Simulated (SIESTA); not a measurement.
Input and output of a self-consistent single point for Ti3Al (P6_3/mmc, 8 atoms in the cell) (SIESTA).

Method: GGA PBE, numerical atomic orbitals TZP, PseudoDojo PBE standard norm-conserving potentials (rewritten from UPF to PSML) run with SIESTA.

The change in words: lattice scaled by 0.98. Reference geometry:
```yaml
crystal:
  lattice:
    - [5.62527, 0.00000, 0.00000]
    - [-2.81264, 4.87163, 0.00000]
    - [0.00000, 0.00000, 4.53192]
  atoms:
    - { symbol: Ti, position: [0.82990, 0.65980, 0.25000] }
    - { symbol: Ti, position: [0.17010, 0.34020, 0.75000] }
    - { symbol: Ti, position: [0.17010, 0.82990, 0.75000] }
    - { symbol: Ti, position: [0.82990, 0.17010, 0.25000] }
    - { symbol: Ti, position: [0.34020, 0.17010, 0.25000] }
    - { symbol: Ti, position: [0.65980, 0.82990, 0.75000] }
    - { symbol: Al, position: [0.33333, 0.66667, 0.25000] }
    - { symbol: Al, position: [0.66667, 0.33333, 0.75000] }
```

Reference input (self-consistent single point, DFT, GGA PBE, numerical atomic orbitals TZP, PseudoDojo PBE standard norm-conserving potentials (rewritten from UPF to PSML)): XC.functional = GGA; XC.authors = PBE; potentials = PseudoDojo PBE standard; PAO.BasisSize = TZP; PAO.EnergyShift = 0.01 Ry; MeshCutoff = 400 Ry; kgrid.MonkhorstPack = 5 5 5; OccupationFunction = FD; ElectronicTemperature = 0.1 eV; MaxSCFIterations = 150; SCF.Mixer.Method = Pulay; SCF.Mixer.Weight = 0.1. This run's input differs from it in these lines:

```diff
@@ -12,5 +12,5 @@
 %block LatticeVectors
-    10.630227236    0.000000000    0.000000000
-    -5.315113618    9.206046481    0.000000000
-     0.000000000    0.000000000    8.564085729
+    10.417623598    0.000000000    0.000000000
+    -5.208810854    9.021924795    0.000000000
+     0.000000000    0.000000000    8.392804733
 %endblock LatticeVectors
@@ -18,10 +18,10 @@
 %block AtomicCoordinatesAndAtomicSpecies
-     2.812637000    3.214301474    1.132979750  1
-    -0.000000000    1.657328526    3.398939250  1
-    -1.377348339    4.042965737    3.398939250  1
-     4.189985339    0.828664263    1.132979750  1
-     1.435288661    0.828664263    1.132979750  1
-     1.377348339    4.042965737    3.398939250  1
-    -0.000002813    3.247754957    1.132979750  2
-     2.812639813    1.623875043    3.398939250  2
+     2.756384830    3.150015181    1.110320250  1
+     0.000000170    1.624181819    3.330960750  1
+    -1.349801075    3.962106090    3.330960750  1
+     4.106186075    0.812090910    1.110320250  1
+     1.406583095    0.812090910    1.110320250  1
+     1.349801905    3.962106090    3.330960750  1
+    -0.000002423    3.182799591    1.110320250  2
+     2.756387423    1.591397409    3.330960750  2
 %endblock AtomicCoordinatesAndAtomicSpecies
```

Output, abridged:

```
        iscf     Eharris(eV)        E_KS(eV)     FreeEng(eV)     dDmax    Ef(eV) dHmax(eV)
   scf:    1    -9724.017818    -9806.813233    -9806.990552  1.415297 -5.379520  6.729103
   scf:    2    -9813.725204    -9810.472737    -9810.645259  0.083912 -5.625167  4.946601
   scf:    3    -9815.675732    -9814.413089    -9814.589381  0.185005 -6.315501  0.762073
   scf:    4    -9814.580244    -9814.553139    -9814.734488  0.033828 -6.291529  0.461727
   scf:    5    -9814.595205    -9814.577919    -9814.761185  0.009112 -6.331749  0.200128
   [... 3 lines left out ...]
   scf:    9    -9814.589624    -9814.589654    -9814.777598  0.000283 -6.365508  0.001088
   scf:   10    -9814.589714    -9814.589685    -9814.777599  0.000200 -6.365693  0.000231
   scf:   11    -9814.589692    -9814.589688    -9814.777599  0.000020 -6.365753  0.000082
   scf:   12    -9814.589693    -9814.589691    -9814.777599  0.000007 -6.365764  0.000065
SCF Convergence by DM+H criterion
max |DM_out - DM_in|         :     0.0000068320
max |H_out - H_in|      (eV) :     0.0000647967
SCF cycle converged after 12 iterations

Using DM_out to compute the final energy and forces

siesta: E_KS(eV) =            -9814.5897

siesta: E_KS - E_eggbox =     -9814.5897

siesta: Atomic forces (eV/Ang):
     1   -0.000023    0.095158   -0.000000
     2    0.000025   -0.095158   -0.000000
     3   -0.082446    0.047600    0.000000
     4    0.082447   -0.047600   -0.000000
     5   -0.082420   -0.047556   -0.000000
     6    0.082420    0.047556   -0.000000
     7    0.000056   -0.000033    0.000000
     8   -0.000058    0.000033    0.000000
   Tot   -0.000000   -0.000000   -0.000000
   Max    0.095158
   Res    0.047586    sqrt( Sum f_i^2 / 3N )
   Max    0.095158    constrained

   [... lines left out ...]
siesta: FreeEng =     -9814.777599
   [... lines left out ...]
siesta:    -0.099280    0.000011    0.000000
siesta:     0.000011   -0.099268    0.000000
siesta:     0.000000    0.000000   -0.117685

siesta: Cell volume =        116.890275 Ang**3

siesta: Pressure (static):
siesta:                Solid            Molecule  Units
siesta:           0.00114807          0.00112043  Ry/Bohr**3
siesta:           0.10541088          0.10287343  eV/Ang**3
siesta:         168.88685668        164.82141090  kBar
```

The run converged in 12 iterations. Against the reference run the free energy rises by 66.9 meV/atom, the pressure goes from 7.03 to 16.89 GPa and the largest force goes from 0.077 to 0.095 eV/Å.

The starting cell comes from a database of computed structures (which also holds hypothetical and non-ambient phases and stackings), without a prior relaxation at this level. Its lattice was rescaled by a random factor within 2.5 % of one. For this run, on top of that: lattice scaled by 0.98. Spin polarisation is off. Values carry the incompleteness of an atom-centred basis. With a pressure of about 17 GPa the cell is away from its equilibrium volume at this level.

Cost on one core of a shared machine: roughly 5 min.
